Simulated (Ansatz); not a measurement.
Reference: CdS (P6_3mc), PBE with spin-orbit coupling, rigid bands (plane waves, PAW; Ansatz, a program for electronic structure); geometry: cell and atoms relaxed with PBEsol.

```cif
data_Cd2S2
_chemical_formula_sum 'Cd2 S2'
_space_group_name_H-M_alt 'P 1'
_space_group_IT_number 1
_cell_length_a 4.12381
_cell_length_b 4.12381
_cell_length_c 6.71000
_cell_angle_alpha 90.000
_cell_angle_beta 90.000
_cell_angle_gamma 120.000
loop_
_space_group_symop_operation_xyz
  'x, y, z'
loop_
_atom_site_label
_atom_site_type_symbol
_atom_site_fract_x
_atom_site_fract_y
_atom_site_fract_z
_atom_site_occupancy
Cd1 Cd 0.33333 0.66667 0.99925 1
Cd2 Cd 0.66667 0.33333 0.49925 1
S1 S 0.33333 0.66667 0.37575 1
S2 S 0.66667 0.33333 0.87575 1
```

The band gap is 1.22 eV and the electron conductivity mass is 0.146 mₑ. The hole conductivity mass comes out as 1.28 mₑ and the Seebeck coefficient, n-type 1e19 cm⁻³ is -88 μV/K.

Problem. Swap S for Se, keeping the structure type. How do these values move?

Solution. CdSe (P6_3mc): volume per atom 24.7 to 28.1 Å³; band gap falls (1.22 eV to 0.55 eV); electron conductivity mass falls (0.146 mₑ to 0.075 mₑ); hole conductivity mass falls (1.28 mₑ to 0.96 mₑ); Seebeck coefficient, n-type 1e19 cm⁻³ falls in size (-88 μV/K to -53 μV/K).

Moves up to 5 % count as about the same. Masses are for dilute carriers at 300 K, harmonic means over directions unless an axis is named. Seebeck coefficients are for the stated density at 300 K, with one relaxation time for all states and whether or not that doping can be reached.
